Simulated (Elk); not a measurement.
Band structure of NbN (Fm-3m, 2 atoms in the cell).

```xyz
2
Lattice="0.0000 2.1950 2.1950 2.1950 0.0000 2.1950 2.1950 2.1950 0.0000" Properties=species:S:1:pos:R:3 pbc="T T T"
Nb     0.0000     0.0000     0.0000
N      2.1950     2.1950     2.1950
```

Method of the run: PBE, all-electron FP-LAPW, Elk's shipped species files, LAPW+lo basis (Elk).

Settings: xctype = 20; rgkmax = 7.5; stype = 0; swidth = 0.00499791 Ha; ngridk = 17 17 17; gmaxvr = 14 1/bohr; nxoapwlo = 1; rmtscf = 0.88.

The starting cell has typed, rounded lattice constants, without a prior relaxation at this level. Spin polarisation is off. Values depend on the basis (sphere radii, cutoffs, local orbitals), which need not be converged.

Levels in eV from the Fermi level, bands 6 to 13:
```json
[
 {"point": "Γ", "6": "-3.32", "7": "-3.32", "8": "-3.32", "9": "-2.00", "10": "-2.00", "11": "-2.00", "12": "-0.11", "13": "-0.11"},
 {"point": "X", "6": "-5.71", "7": "-5.06", "8": "-3.97", "9": "-3.97", "10": "1.64", "11": "2.83", "12": "2.83", "13": "4.11"},
 {"point": "W", "6": "-6.67", "7": "-6.00", "8": "-6.00", "9": "-0.08", "10": "-0.08", "11": "2.84", "12": "3.51", "13": "4.63"},
 {"point": "K", "6": "-6.80", "7": "-5.95", "8": "-5.61", "9": "-1.89", "10": "2.03", "11": "2.20", "12": "4.15", "13": "4.49"},
 {"point": "L", "6": "-9.13", "7": "-7.06", "8": "-7.06", "9": "1.51", "10": "1.51", "11": "2.04", "12": "4.55", "13": "6.87"},
 {"point": "U", "6": "-6.80", "7": "-5.95", "8": "-5.61", "9": "-1.89", "10": "2.03", "11": "2.20", "12": "4.15", "13": "4.49"}
]
```

Bands cross the Fermi level along this path, so the cell is metallic at this level.
